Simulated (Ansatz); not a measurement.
Start from Pt in the fcc (Cu type) structure (space group Fm-3m, No. 225; a = 3.9198 Å; relaxed with 0.1 eV smearing).

Computed with PBEsol (Ansatz, a program for electronic structure; PAW; 420 eV plane waves; without spin-orbit coupling).

Before the change:

- Pressure: 0.0 GPa
- Band gap: zero

It is then changed as follows: the cell is scaled by 0.9900 in all directions; the atoms relax in the strained cell.

### Question
What does the calculation give for the energy relative to the base, pressure and band gap after the change?

### Answer
The energy rises by 13 meV/atom; the pressure goes from zero to 9.3 GPa; the band gap stays zero.

Stability against distortions was not tested. All final runs are without spin polarisation.
